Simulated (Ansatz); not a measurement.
Results of RPBE (Ansatz, a quantum-chemistry and plane-wave program, plane waves, PAW) for cubic perovskite CsPbBr₃ (cubic high-temperature phase).

Run with plane-wave cutoff 520 eV, 6×6×6 k mesh, Fermi–Dirac smearing 0.01 eV, scalar-relativistic PAW data made under PBE.

The cell has the measured lattice: a = 5.874 Å, b = 5.874 Å, c = 5.874 Å, α = 90.00°, β = 90.00°, γ = 90.00°.

Q: Estimate the band gap and Γ–Γ gap that the calculation returns.

A: 
* **band gap**: 1.64 eV
* **Γ–Γ gap**: 5.37 eV

Note: held by symmetry at 0 K, a high-temperature phase can be a saddle point; cell and atoms aren't relaxed at this level (pressure 2.7 GPa).

Spin–orbit coupling is not included; with these elements it can move the gap by several tenths of an eV or more.

Static lattice: no zero-point or thermal effects.

Cost on a shared machine: roughly 30 core-seconds.
